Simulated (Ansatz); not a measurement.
**Pressure series in TiPt3**

The parent structure is TiPt$_{3}$ (space group P6_3/mmc, No. 194; a = 5.520 Å, c = 8.991 Å; a cell from a computed database, its experimental status unchecked).

Cell and atoms are relaxed at each pressure.

Level of theory: PBEsol in Ansatz (plane waves to 420 eV, PAW, spin-orbit coupling left out).

Notes on the quantities. enthalpy: H = E + PV relative to the base's energy.

```tsv
case	shortest interatomic distance	density	enthalpy
base	5.205 bohr	17.73 g/cm³	–
pressure −2 GPa	5.218 bohr	17.59 g/cm³	-0.19 eV/atom
pressure −1 GPa	5.212 bohr	17.66 g/cm³	-0.09 eV/atom
pressure 0.3 GPa	5.203 bohr	?	+0.03 eV/atom
pressure 0.7 GPa	5.201 bohr	17.77 g/cm³	+0.06 eV/atom
pressure 1.5 GPa	5.196 bohr	17.83 g/cm³	+0.14 eV/atom
pressure 3 GPa	5.186 bohr	17.92 g/cm³	+0.28 eV/atom
pressure 5 GPa	5.175 bohr	18.05 g/cm³	+0.46 eV/atom
pressure 7.5 GPa	5.160 bohr	18.20 g/cm³	+0.68 eV/atom
pressure 10 GPa	5.147 bohr	18.35 g/cm³	+0.91 eV/atom
```

Question: Fill in the withheld entries from the trend.

Answer: 
- pressure 0.3 GPa, density: 17.75 g/cm³

Load acts through the strain it causes; cell and atoms are relaxed under it. No phonon test of stability was made. No other phases were tried under pressure. All final runs are without spin polarisation.

Ansatz is a first-principles code.
